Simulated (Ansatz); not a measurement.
Levels about the gap of amorphous In₂₄O₃₇Li₂ (63 atoms in a cell of 874 Å³, 6.38 g/cm³; zone centre alone, so wide bands show as single levels with stretches between that a denser mesh fills), at the geometry that PBE relaxed, where it gives 1.4 GPa on a denser mesh. The participation number counts the atoms over which a state spreads; weights are charges in smoothed Voronoi cells. The levels come from a single point, so bond lengths are those of that geometry. Method of the levels: PBE, scalar-relativistic without spin-orbit coupling (Ansatz, a first-principles code). Sampling: the zone centre alone; Fermi-Dirac width 0.02 eV; no spin polarisation. At PBE the levels at the filled edge of the gap are localised (band-tail or defect states), and the nearest spread-out levels lie 0.8 eV apart at the zone centre.

The cell was made by melting and quenching with the CHGNet potential and then relaxed with DFT. O atoms were pushed apart under 1.9 Å during the dynamics, to hinder bonds among them. The hot cell started wider than the set density and was brought back towards it in steps. It is the lowest in DFT energy of 2 quenches. It is a model cell: composition and starting density were chosen by hand, and all elements were melted together. No dispersion term was used. Its density started from a set value of 6.38 and ended at 6.38 g/cm³. Cooling (nominally 280 K/ps over its main leg) ran many orders faster than in experiment, which tends to leave more defects and strain. A cell of this size samples the disorder only roughly. The volume was held where the preparation left it and the shape relaxed, at a PBE pressure of 1.4 GPa. Stress components on the final sampling reach 1.5 GPa.

```csv
"E - E(highest filled), eV",filling,participation number,largest on,weight O,weight In,weight Li
-0.38,filled,18.4,"O, 3 neighbours",0.93,0.06,0.00
-0.37,filled,10.4,"O, 3 neighbours",0.95,0.05,0.00
-0.32,filled,8.3,"O, 4 neighbours",0.93,0.06,0.01
-0.30,filled,19.3,"O, 3 neighbours",0.94,0.06,0.00
-0.19,filled,11.5,"O, 3 neighbours",0.94,0.06,0.00
-0.10,filled,9.9,"O, 3 neighbours",0.95,0.05,0.00
0.00,filled,4.7,"O, 4 neighbours",0.96,0.04,0.00
0.49,empty,60.0,"In, 5 neighbours",0.54,0.44,0.02
3.31,empty,31.0,"In, 5 neighbours",0.59,0.39,0.02
3.37,empty,40.2,"In, 5 neighbours",0.61,0.39,0.01
3.58,empty,37.4,"In, 5 neighbours",0.61,0.38,0.01
3.70,empty,37.6,"In, 5 neighbours",0.63,0.37,0.01
3.73,empty,40.6,"In, 6 neighbours",0.61,0.38,0.01
3.82,empty,34.9,"In, 5 neighbours",0.59,0.39,0.01
```

Most localised among these is the filled level at +0.00 eV, on a O atom, which has 4 neighbours (In 2.13 Å, In 2.14 Å, In 2.22 Å, In 2.72 Å).
